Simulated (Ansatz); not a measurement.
## Effect of pressure 2.1 GPa on CdF2

The parent structure is CdF2 in the fluorite structure (space group Fm-3m, No. 225; a = 5.481 Å).

Now apply this change: a hydrostatic pressure of 2.1 GPa.

The values are results of PBE, PAW, 420 eV (Ansatz, a first-principles code; spin-orbit coupling left out), not measurements. Settings: 10×10×10 k-points, 0.05 eV Fermi–Dirac smearing.

| quantity | base | changed | shift |
|---|---|---|---|
| volume per atom | 13.73 Å³ | 13.44 Å³ | -0.29 Å³ |
| density | 6.07 g/cm³ | 6.20 g/cm³ | +0.13 g/cm³ |
| lattice parameter a | 5.481 Å | 5.443 Å | -0.0388 Å |
| shortest interatomic distance | 2.374 Å | 2.357 Å | -0.017 Å |
| enthalpy H = E + PV relative to the base's energy | – | +0.18 eV/atom | – |
| band gap | 2.92 eV | 2.99 eV | +0.076 eV |
| gap character | indirect, W → Γ | indirect, W → Γ | – |
| smallest direct gap | 3.47 eV | 3.52 eV | +0.05 eV |
| mean gap deformation potential ΔEg/Δln V | – | -3.6 eV | – |
| electron mass | 0.38 mₑ (at Γ) | 0.38 mₑ (at Γ) | – |

Load acts through the strain it causes; cell and atoms are relaxed under it. Masses are band curvatures over ±0.01 Å⁻¹ around the edge. No phonon test of stability was made.
